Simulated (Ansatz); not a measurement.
Cost and result by functional for the adsorption energy of NH2 on the 1x1 (111) surface of fcc Rh, one in a 2x2 cell, started at the site 'bridge Rh-Rh (span 2.7 Å)', in Ansatz (plane waves, PAW). Single points on the PBE structure, on one kind of machine; costs are rough ratios of the slab run's core time (references not counted) to the cheapest single point. r2SCAN's cost holds its higher cutoff (500 against 420 eV). Differences are taken against r2SCAN for comparison alone: no measured value is at hand, so the table doesn't rank accuracy.

Model: 19-atom slab, 6.5 Å thick at the start under the adsorbate (thin: gaps and levels are the slab's own), 6x6x1 mesh, Fermi-Dirac 0.1 eV, dipole correction, 8 atoms held, the rest relaxed; start symmetry kept, larger cells not searched; no spin, no spin-orbit, no U, no dispersion correction. At the end it is bonded to 2 Rh. In PBE it is, or lies within 0.03 eV of, the lowest of the starts that converged. These notes are the PBE run's. Adsorption energies are against NH3(g) − ½ H2(g). A negative adsorption energy means that the adsorbate is more stable on the surface than in its reference.

```tsv
functional	relative cost	adsorption energy (eV)	less r2SCAN (eV)
RPBE	1	0.15	0.47
r2SCAN	2	-0.31	0.00
PBE (the relaxed run's value)	–	-0.11	0.20
```

The values span 0.47 eV, while the single points' costs differ by a factor of roughly 2. Differences are of unrounded values.

Ansatz is a program for electronic structure.
